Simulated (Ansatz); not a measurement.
Take Mo in the bcc (W type) structure (space group Im-3m, No. 229) as the base.

```xyz
1
Lattice="-1.5753 1.5753 1.5753 1.5753 -1.5753 1.5753 1.5753 1.5753 -1.5753" Properties=species:S:1:pos:R:3 pbc="T T T"
Mo     0.0000     0.0000     0.0000
```

Cartesian axes are those of the cell as printed.

The values are results of Ansatz (a program for electronic structure), r2SCAN, PAW, cutoff 500 eV, no spin-orbit coupling, not measurements.

Before the change:

```
Property   Result
--------  -------
Pressure  0.0 GPa
```

The change: compressive biaxial strain of 2.89 % in the plane normal to [001], as in epitaxy on a mismatched substrate; the out-of-plane cell vector and the atoms relax.

Task: Predict the new pressure and energy relative to the base.

Result: The pressure (mean of the normal stresses, compression positive) goes from zero to 11.5 GPa; the energy increases by 46 meV/atom.

Without a gap, meshes like the base's 21×21×21 leave anisotropic stresses uncertain by several tenths of a GPa, and small strain energies with them. No phonon test of stability was made. The final runs are not spin-polarised.
